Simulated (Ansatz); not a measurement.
**Hypothetical anatase PbF2 under a change: isotropic strain −0.88 %**

The parent structure is PbF2 in the anatase structure (space group I4_1/amd, No. 141; a = 4.722 Å, c = 13.053 Å; a hypothetical phase, not in the database extracts checked).

The change: the cell is scaled by 0.9912 in all directions, atoms relaxed at fixed cell.

Method: plane-wave PAW DFT at the PBE level (Ansatz, a quantum-chemistry and plane-wave program, 420 eV), no spin-orbit coupling. Settings: 10×10×10 k-points, 0.05 eV Fermi–Dirac smearing.

The volume per atom falls by 0.63 Å³, from 24.25 Å³ to 23.62 Å³ and the space group stays I4_1/amd (No. 141). The energy increases by 2.5 meV/atom and the pressure (mean of the normal stresses, compression positive) goes from zero to 1.27 GPa. The band gap shrinks by 0.06 eV to 4.03 eV (an upper bound: an edge found on the path is not a true extremum; both cells).

With Pb present, leaving out spin-orbit coupling can change the band edges. No phonon test of stability was made.
